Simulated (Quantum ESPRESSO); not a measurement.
Several settings converged on SrGaGe (P3m1, 3 atoms in the cell)

```yaml
crystal:
  lattice:
    - [4.25660, 0.00000, 0.00000]
    - [-2.12830, 3.68633, 0.00000]
    - [0.00000, 0.00000, 4.69756]
  atoms:
    - { symbol: Sr, position: [0.00000, 0.00000, 0.01064] }
    - { symbol: Ga, position: [0.33333, 0.66667, 0.50000] }
    - { symbol: Ge, position: [0.66667, 0.33333, 0.50000] }
```

Base method: PBEsol, PseudoDojo standard norm-conserving (PBESOL) pseudopotentials (plane waves; Quantum ESPRESSO).

Base settings: ecutwfc = 80 Ry; occupations = smearing; smearing = gauss; degauss = 0.0073499 Ry; potentials = {Sr: Sr.upf, Ga: Ga.upf, Ge: Ge.upf}; K_POINTS = automatic 3 3 3 0 0 0; conv_thr = 1e-11 Ry; mixing_beta = 0.4.

The count of work is k-points × plane waves × bands × iterations; it is no time. Core times come from one kind of shared machine, to one figure; runs under 30 s give none.

**The cutoff for other potential files**

Level: DFT, PBEsol, plane waves, SSSP 1.1.2 efficiency (PBE) pseudopotentials.

In this ladder: pseudopotentials = {Sr: Sr_pbe_v1.uspp.F.UPF, Ga: Ga.pbe-dn-kjpaw_psl.1.0.0.UPF, Ge: ge_pbe_v1.4.uspp.F.UPF}; input_dft = pbesol. Moved along: ecutrho.

The second cell is the first with its lattice scaled by 0.98.

The mesh stays at the base's, so the ladder's end is converged at best in this setting alone.

Only quantities that move along the ladder and can be compared are tabulated.

```tsv
ecutwfc	free energy less the last step's (meV/atom)	energy of the compressed cell less the first (meV/atom)	pressure (GPa)	count of work / last	core time / last (rough)
32 Ry	144.02	38.46	0.39	0.095	–
38 Ry	69.70	28.41	1.12	0.13	–
49 Ry	11.14	22.74	1.84	0.22	0.2
60 Ry	8.34	22.54	1.94	0.36	0.3
70 Ry	4.91	22.18	1.92	0.52	0.4
84 Ry	3.94	22.14	1.96	0.50	0.4
105 Ry	1.13	22.09	1.93	0.78	0.6
140 Ry	0.00	22.08	1.94	1.0	1
```

Coarsest ecutwfc that holds the energy of the compressed cell less the first within 0.2 meV/atom of the last step, with all finer ones: 70 Ry, at about 0.4 of the last step's time; the step before is off by 0.46 meV/atom.

Coarsest ecutwfc that holds the free energy within 2 meV/atom: not settled: the last two steps still differ by 1.1 meV/atom, over half the tolerance, so the ladder does not show it.

Coarsest ecutwfc that holds the pressure within 0.05 GPa of the last step, with all finer ones: 60 Ry, at 0.36 of the last step's count of work and about 0.3 of the last step's time; the step before is off by 0.10 GPa.

At the lowest cutoff the pressure lies 1.6 GPa under the last step's, the usual sign of Pulay stress in an incomplete plane-wave basis.

**The density cutoff**

The second cell is the first with its lattice scaled by 0.98.

The mesh stays at the base's, so the ladder's end is converged at best in this setting alone.

Only quantities that move along the ladder and can be compared are tabulated.

| ecutrho | free energy less the last step's (meV/atom) | energy of the compressed cell less the first (meV/atom) | pressure (GPa) |
|---|---|---|---|
| 160 Ry | -8.80 | 24.35 | 3.05 |
| 240 Ry | -0.01 | 22.26 | 1.98 |
| 320 Ry | 0.00 | 22.26 | 1.98 |
| 400 Ry | 0.00 | 22.26 | 1.98 |
| 480 Ry | 0.00 | 22.26 | 1.98 |
| 640 Ry | 0.00 | 22.26 | 1.98 |
| 800 Ry | 0.00 | 22.26 | 1.98 |
| 960 Ry | 0.00 | 22.26 | 1.98 |
| 1280 Ry | 0.00 | 22.26 | 1.98 |

Coarsest ecutrho that holds the free energy within 2 meV/atom of the last step, with all finer ones: 240 Ry; the step before is off by 8.8 meV/atom.

Coarsest ecutrho that holds the pressure within 0.5 GPa of the last step, with all finer ones: 240 Ry; the step before is off by 1.1 GPa.

Coarsest ecutrho that holds the energy of the compressed cell less the first within 0.2 meV/atom of the last step, with all finer ones: 240 Ry; the step before is off by 2.1 meV/atom.

On the base run: the starting cell comes from a database of computed structures (which also holds hypothetical and non-ambient phases and stackings), without a prior relaxation at this level. Its lattice was rescaled by up to half a per cent. One atom was moved a little off its site on purpose. Without a gap this mesh is coarse (it stands for a supercell whose shortest vector is 13 Å).
